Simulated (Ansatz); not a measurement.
Partial pair distribution functions of a relaxed model of amorphous Si108Ge36, broadened by 0.06 Å; density 3.10 g/cm³. Method: PBE, scalar-relativistic without spin-orbit coupling (plane waves to 420 eV, PAW; Ansatz, a first-principles code).

The cell was made by melting and quenching with the CHGNet potential and then relaxed with DFT. The hot cell started wider than the set density and was brought back towards it in steps. It is the lowest in DFT energy of 8 quenches. It is a model cell: composition and starting density were chosen by hand, and all elements were melted together. No dispersion term was used. Its density started from a set value of 3.15 and ended at 3.10 g/cm³. The simulated quench (nominally 63 K/ps over its main leg) is rapid and tends to freeze in more defects than a deposited or slowly cooled glass has. Values belong to this one cell and scatter from quench to quench. Volume and shape were free in the relaxation. On a 2×2×2 Γ-centred mesh force components of up to 0.18 eV/Å stay, since the relaxation ran on the zone centre alone.

```csv
r (Å),g Si-Si,g Si-Ge,g Ge-Ge
2.10,0.00,0.00,0.00
2.20,0.38,0.02,0.00
2.30,4.00,0.69,0.03
2.40,5.99,3.49,0.95
2.50,1.81,3.69,4.30
2.60,0.25,1.34,4.85
2.70,0.05,0.43,2.10
2.80,0.00,0.20,0.57
2.90,0.00,0.10,0.03
3.00,0.06,0.12,0.03
3.10,0.18,0.27,0.30
3.20,0.27,0.34,0.62
3.30,0.49,0.48,0.58
3.40,0.72,1.02,0.86
3.50,1.02,0.86,0.76
3.60,1.59,1.29,0.68
3.70,1.75,1.91,1.30
3.80,1.89,1.73,1.74
3.90,1.83,1.65,2.46
4.00,1.66,1.74,1.79
4.10,1.41,1.76,1.39
4.20,1.16,1.38,1.01
4.30,1.03,1.12,1.19
4.40,1.13,0.95,0.75
4.50,0.87,0.85,0.85
4.60,0.72,0.73,0.84
4.70,0.60,0.83,0.55
4.80,0.62,0.93,0.19
4.90,0.65,0.82,0.32
5.00,0.74,0.62,0.52
5.10,0.76,0.55,0.58
5.20,0.73,0.82,0.84
5.30,0.78,0.82,0.97
5.40,0.98,0.80,0.80
5.50,1.12,0.88,0.95
5.60,1.13,0.99,0.84
5.70,1.20,1.09,1.07
5.80,1.29,1.19,0.92
5.90,1.26,1.41,0.99
6.00,1.11,1.47,1.01
```

Within 2.72 Å each Si has 3.19 Si neighbours on average.
